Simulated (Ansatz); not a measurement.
Formation energy of the bound charge states of B interstitial started as a split pair with C in diamond (start: split with C along <100>; 64-site cell, 2×2×2 shifted sampling) against the Fermi level, impurity bounded by its compound with the host (Δμ(B) = -0.16 eV, bounded by B4C (Cm); only phases computed here count, gases as isolated molecules at 0 K). These are PBE, PAW (plane waves to 420 eV; Ansatz, a program for electronic structure) values and carry that method's errors.

Cell and caveats: 64-site cell; 2×2×2 shifted k-points; host gap 4.13 eV; charged states image-corrected; not converged in cell size.

Left out: charge +2 (carrier in host band states).

```csv
E_F − E_VBM (eV),q = +1,q = 0,q = −1
0.00,10.05,11.24,14.96
0.52,10.57,11.24,14.45
1.03,11.08,11.24,13.93
1.55,11.60,11.24,13.42
2.06,12.11,11.24,12.90
2.58,12.63,11.24,12.38
3.10,13.14,11.24,11.87
3.61,13.66,11.24,11.35
4.13,14.18,11.24,10.84
```

Crossings of the lowest lines: (+1/0) at 1.19 eV; (0/−1) at 3.72 eV.
